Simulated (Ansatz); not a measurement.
Defect migration in zinc-blende BN: Si-vacancy pair (Si on one host B site, one B site vacant), charge state -2. Method: PBE, PAW (plane waves to 420 eV; Ansatz, an electronic-structure program).

Cell of 64 host sites held at the relaxed PBE lattice; a 2×2×2 k-point mesh shifted by half a step; Fermi-Dirac width 0.01 eV, spin-restricted; finite-size errors left in. Static, classical nuclei. The charge state is imposed; whether it is stable for some Fermi level was not computed. Forms of the defect that were not tried may lie lower.

Barriers: single points on a 3×3×3 k-point mesh shifted by half a step at the bands' geometries.

The step: a nearby B atom hops onto the vacant site (Si-vacancy distance between ideal sites 2.56 → 3.62 Å). Atoms about the jump, Cartesian Å from the middle of the jump, before and after:

```csv
atom,x0,y0,z0,x1,y1,z1
B1,0.00,-0.89,0.85,0.00,0.89,-0.85
N2,0.95,-0.10,0.05,0.94,0.06,-0.09
N3,-1.02,1.87,0.05,-0.94,1.81,0.00
N4,-0.94,-0.01,1.79,-1.02,0.06,1.87
N5,-1.13,0.01,-1.81,-1.01,0.05,-1.76
B6,-1.82,0.93,0.86,-1.82,0.86,0.93
N7,-0.94,-1.83,-0.02,-1.02,-1.90,-0.09
B8,-1.88,-0.89,-0.91,-1.85,-0.96,-0.85
B9,1.74,0.86,0.85,1.75,0.86,0.85
N10,-2.78,-0.01,0.00,-2.76,-0.02,0.00
B11,1.79,-0.90,-0.85,1.78,-0.88,-0.85
N12,0.86,1.80,1.78,0.86,1.81,1.78
B13,-0.08,2.66,0.85,-0.04,2.70,0.89
B14,-0.04,0.92,2.66,-0.08,0.89,2.64
N15,0.95,1.86,-1.91,0.87,1.82,-1.84
Si16,-0.05,-0.85,-2.66,-0.04,-0.92,-2.73
N17,0.87,-1.85,1.81,0.94,-1.90,1.87
N18,0.94,-1.90,-1.76,0.94,-1.89,-1.76
B19,-0.04,-2.77,-0.89,-0.08,-2.74,-0.85
B20,-1.82,2.67,-0.88,-1.85,2.70,-0.91
B21,-1.87,-0.91,2.67,-1.85,-0.88,2.64
B22,-1.88,0.90,-2.71,-1.88,0.92,-2.73
B23,-1.85,-2.74,0.88,-1.82,-2.71,0.85
B24,1.74,2.66,-0.96,1.77,2.70,-0.91
N25,-2.77,1.80,1.81,-2.77,1.81,1.80
N26,2.68,1.79,-0.02,2.70,1.81,-0.01
B27,1.80,-0.92,2.67,1.78,-0.96,2.64
N28,2.70,-0.02,1.80,2.69,-0.02,1.78
N29,-2.78,1.81,-1.83,-2.77,1.81,-1.83
N30,-2.76,-1.83,1.79,-2.76,-1.82,1.78
B31,-3.67,0.90,-0.92,-3.66,0.89,-0.91
B32,-3.66,-0.92,0.89,-3.66,-0.92,0.89
N33,2.69,-0.01,-1.83,2.70,-0.01,-1.84
B34,1.77,-2.75,0.89,1.75,-2.71,0.93
B35,1.79,0.97,-2.72,1.81,0.92,-2.74
N36,2.71,-1.85,0.00,2.69,-1.82,0.00
N37,0.94,0.06,3.54,0.94,0.05,3.54
N38,0.86,3.59,-0.01,0.86,3.60,0.00
N39,-2.78,-1.85,-1.83,-2.77,-1.83,-1.84
B40,0.00,2.67,-2.71,-0.04,2.70,-2.73
B41,-0.03,-2.76,2.68,0.00,-2.74,2.64
N42,-0.94,3.62,1.80,-0.94,3.60,1.78
N43,-0.94,1.79,3.61,-0.95,1.82,3.62
B44,-1.85,2.70,2.70,-1.85,2.70,2.69
```

Q: Predict the transition state.

A: 
```
atom      x      y      z
----  -----  -----  -----
B1    -0.34   0.12   0.08
N2     1.03   0.00  -0.01
N3    -0.99   1.75   0.08
N4    -0.99   0.09   1.75
N5    -1.09  -0.02  -1.74
B6    -1.94   0.96   0.95
N7    -1.01  -1.82  -0.10
B8    -1.94  -0.97  -0.93
B9     1.80   0.89   0.87
N10   -2.82  -0.01   0.00
B11    1.81  -0.90  -0.87
N12    0.89   1.82   1.78
B13   -0.05   2.68   0.88
B14   -0.05   0.93   2.64
N15    0.94   1.86  -1.91
Si16  -0.04  -0.87  -2.69
N17    0.94  -1.89   1.85
N18    0.95  -1.88  -1.76
B19   -0.06  -2.74  -0.88
B20   -1.81   2.66  -0.91
B21   -1.84  -0.90   2.62
B22   -1.86   0.91  -2.70
B23   -1.82  -2.70   0.86
B24    1.74   2.68  -0.95
N25   -2.80   1.83   1.82
N26    2.70   1.82  -0.02
B27    1.77  -0.95   2.64
N28    2.71  -0.01   1.80
N29   -2.76   1.81  -1.83
N30   -2.75  -1.82   1.78
B31   -3.68   0.90  -0.92
B32   -3.67  -0.92   0.89
N33    2.70  -0.01  -1.85
B34    1.75  -2.71   0.92
B35    1.79   0.96  -2.72
N36    2.71  -1.85  -0.01
N37    0.92   0.06   3.53
N38    0.85   3.60  -0.01
N39   -2.80  -1.85  -1.86
B40    0.01   2.68  -2.72
B41    0.02  -2.73   2.64
N42   -0.93   3.61   1.78
N43   -0.94   1.80   3.61
B44   -1.84   2.72   2.70
```
It lies 3.72 eV above the start and 3.13 eV above the end. The program found a first-order saddle point.
